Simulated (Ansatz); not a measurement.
Defect migration in zinc-blende GaAs: interstitial Ga, charge state +1. The step: a direct jump of one Ga atom; the atom moves 2.43 Å along (0.24, 0.24, 0.24) of the unit cell; the moving atom starts with neighbours 3 As at 2.90, 3 As at 2.92; 3 Ga at 2.67, Ga at 2.68 Å and ends with 3 As at 2.58, As at 2.65; 3 Ga at 2.94, 3 Ga at 2.98 Å. A PBE band in Ansatz (plane-wave PAW, one k-point at (0.250, 0.250, 0.250), 64 host sites, 23 SCF runs with any check of the saddle's order, static, no finite-size correction) gives a forward barrier of 0.87 eV. The saddle point's order was not checked, and it lies on a symmetry element of the cell, where a band can be held. The charge state is imposed; whether it is stable for some Fermi level was not computed. Sites that were not tried may lie lower.

Single points at the band's start and saddle point can refine it. Rough cost of one point, in units of the band's mean SCF on the same machine:

```json
[
 {"Level": "PBE, a 2×2×2 k-point mesh shifted by half a step", "Cost of one point": "about 4"},
 {"Level": "r2SCAN at 500 eV, one k-point at (0.250, 0.250, 0.250)", "Cost of one point": "about 2"}
]
```

Question: Which of these move the barrier by more than 0.1 eV, and how far does each move it?

Answer: PBE, a 2×2×2 k-point mesh shifted by half a step: +0.22 eV; r2SCAN at 500 eV, one k-point at (0.250, 0.250, 0.250): -0.01 eV. Each functional is compared with PBE at the same k-points.

Ansatz is a quantum-chemistry and plane-wave program.
